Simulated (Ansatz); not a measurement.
TaTe (model structure, Cmcm, No. 63, 4 atoms in the cell): properties by level of theory

```
level (code)     bulk modulus (GPa)  cohesive energy (eV/atom)
---------------  ------------------  -------------------------
LDA (Ansatz)                      …                       6.40
PBE (Ansatz)                      …                       5.17
PBEsol (Ansatz)                 120                       5.85
r²SCAN (Ansatz)                   …                       5.04
```

**Question.** Complete the blanks.

**Answer.** 
- LDA (Ansatz, a first-principles code), bulk modulus (GPa): 125
- PBE (Ansatz), bulk modulus (GPa): 105
- r²SCAN (Ansatz), bulk modulus (GPa): 110

Caveats: the bulk modulus is −V dP/dV from two relaxed cells at ±2 % in volume (LDA, PBE, PBEsol, r²SCAN). Ansatz's density-functional and Hartree–Fock values are scalar-relativistic unless marked +SOC, with PAW data made under PBE.

Unless a cell is named, each level is at its own relaxed cell (LDA 20.57, PBE 21.88, PBEsol 20.99, r²SCAN 21.73 Å³/atom).

Free atoms are spin-polarised, in the lowest state found; at levels without +SOC their spin–orbit coupling is left out.

Computed values are for the static lattice.

A model structure was made by putting elements into a prototype or built by hand; it is no filed structure, need not be a known phase, and can be a saddle point held by its symmetry.
